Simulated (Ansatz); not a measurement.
A periodic model of amorphous In24O37Be:

```xyz
62
Lattice="9.2677 0.1917 -0.1962 0.1917 10.0243 0.3936 -0.1962 0.3936 9.3644" Properties=species:S:1:pos:R:3 pbc="T T T"
In     5.7062     3.5357     6.3322
In     6.5340     5.1588     9.0000
In     8.2740     7.0459     1.2849
In     1.7628     9.5313     0.6361
In     5.0390     9.2596     9.2021
In     6.4748     3.6986     2.9232
In     7.7186     0.8265     1.4669
In     2.8695     4.8741     8.1671
In     6.4929    10.1810     4.7659
In     0.4575     8.6325     3.9236
In     3.1968     9.2413     6.1000
In     0.8529     3.5517     1.3201
In     7.7599     1.1347     7.4608
In     7.8480     6.1627     4.5296
In     1.9352     5.7001     4.6054
In     3.3263     2.6591     3.8329
In     4.6770     1.9007     0.5037
In     2.7595     6.5384     1.1953
In     9.0629     4.2807     7.0025
In    -0.0388     2.2763     4.4055
In     2.1521     1.8578     7.3000
In     6.5962     7.5662     7.0561
In     5.1092     7.4304     3.3135
In     0.7059     7.7941     7.6329
O      1.2191     3.3803     8.6542
O      3.3517     6.3124     3.2950
O      7.2757     3.4543     7.8275
O      8.4749     0.4884     3.9758
O      6.0694     0.9297     9.2063
O      6.5857     7.9166     4.8813
O      3.3380     1.4804     2.1481
O      7.7322     4.0469     4.7532
O      4.3698     9.3761     4.1538
O      8.5406     6.3520     6.5956
O      6.0921     1.5134     2.7156
O      8.1280     9.0653     7.3390
O      8.5170     2.7615     2.1415
O      2.6947     1.3122     5.3132
O      6.4319     7.4415     9.2314
O      1.6731     7.8378     5.5485
O      1.9832     9.4349     2.7548
O      1.7716     4.5964     6.3058
O      1.7627     9.6910     7.7553
O      6.6510     5.9635     2.7619
O      9.1168     0.8461    -0.1225
O      4.2588     8.0416     1.4544
O      4.0170     3.1585     7.7591
O      4.9434     8.9256     7.1572
O      0.9245     7.5417     0.6447
O      4.8780     3.8453     4.4052
O      5.5948     3.7186     1.0061
O      5.5723     5.6018     7.1338
O      2.7364     4.4792     1.0128
O      0.2440     6.4832     3.5444
O      2.5920     6.9087     8.3152
O      1.4709     3.6224     3.5676
O      0.1089     2.0658     6.4922
O      8.6814     5.1630     0.3992
O      7.9822     8.7943     2.3892
O      6.2691     1.4762     5.9855
O      3.2144     0.8160     8.9650
Be     3.3690    10.0397     3.0960
```

Computed with PBE, scalar-relativistic without spin-orbit coupling (plane waves to 420 eV, PAW; Ansatz, a first-principles code).

The cell was made by melting and quenching with the CHGNet potential and then relaxed with DFT. O atoms were pushed apart under 1.9 Å during the dynamics, to hinder bonds among them. The hot cell started wider than the set density and was brought back towards it in steps. It is the lowest in DFT energy of 2 quenches. It is a model cell: composition and starting density were chosen by hand, and all elements were melted together. No dispersion term was used. Its density started from a set value of 6.42 and ended at 6.42 g/cm³. The simulated quench (nominally 330 K/ps over its main leg) is rapid and tends to freeze in more defects than a deposited or slowly cooled glass has. A cell of this size samples the disorder only roughly. The volume was held where the preparation left it and the shape relaxed, at a PBE pressure of 0.3 GPa. On a 2×2×2 Γ-centred mesh force components of up to 0.13 eV/Å stay, since the relaxation ran on the zone centre alone.

Cut-offs for bonds: In-In 3.12 Å, In-O 2.76 Å, In-Be 2.62 Å, O-O 1.58 Å, O-Be 1.94 Å, Be-Be 2.11 Å. Two cations that share two anions don't count as bonded, nor two that share one unless they lie closer than In-In 3.04 Å, In-Be 2.55 Å, Be-Be 2.05 Å.

**Question.** Give the coordination numbers, mean bond lengths and angles.

**Answer.** 
```json
{
  "Mean coordination of In by anions": "5.38 (1 with 4, 13 with 5, 10 with 6)",
  "Mean coordination of O": "3.57 (17 with 3, 19 with 4, 1 with 5)",
  "Mean coordination of Be by anions": "3.00 (1 with 3)",
  "Mean In-O bond": "2.202 Å (spread 0.117 Å, 129 counted)",
  "Mean O-Be bond": "1.575 Å (spread 0.021 Å, 3 counted)",
  "Bond angle at In": "mean 105.0°, spread 27.9°",
  "Bond angle at O": "mean 110.6°, spread 16.9°"
}
```

**Question.** List the pairs of like atoms that count as bonded by the rules above.

**Answer.** There are none by these rules.
